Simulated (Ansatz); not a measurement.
## Electron-phonon data for Au (Fm-3m)

Data:

```yaml
crystal:
  lattice:
    - [0.00000, 2.04125, 2.04125]
    - [2.04125, 0.00000, 2.04125]
    - [2.04125, 2.04125, 0.00000]
  atoms:
    - { symbol: Au, position: [0.00000, 0.00000, 0.00000] }
```

Method: PBEsol with spin-orbit coupling, DFPT electron-phonon coupling, linearised Boltzmann equation (plane waves, PAW; Ansatz, an electronic-structure program). Condition of this run: spin-orbit coupling switched on. How the cell was made: relaxed with this functional, without spin-orbit coupling.

```yaml
resistivity at 300 K: 2.9 μΩ·cm
resistivity at 77 K: 0.61 μΩ·cm
electron mean free path at 300 K (weighted by the current that each state carries): 30 nm
resistivity times mean free path for one path shared by all states (from the Fermi surface's area): 8.4 ×10⁻¹⁶ Ω·m²
electron-phonon coupling λ: 0.187
transport coupling λ_tr: 0.189
logarithmic_mean_phonon_energy: 8.9 meV
density of states at the Fermi level: 0.151 states/(eV·spin·cell)
drude_plasma_energy: 8.7 eV
Hall coefficient at 300 K: -6.4 ×10⁻¹¹ m³/C
Tc for μ* = 0.10 (anisotropic Eliashberg): below 1 K
Tc for μ* = 0.13 (anisotropic Eliashberg): below 1 K
```

A metal at this level (no band gap). Only scattering by harmonic phonons is included (no impurities, grain boundaries, electron-electron scattering or thermal expansion). Halving the electron mesh (28x28x28) moves the resistivity by up to 2 % at 300 K, the mean free path by up to 2 %, the coupling by up to 2 %. Smearing 0.20 eV; phonons on a 6x6x6 q mesh, which this run doesn't test and which matters most at low temperature. Tc comes from the anisotropic Migdal-Eliashberg equations with μ*, a chosen number, referred to 10.5 meV.
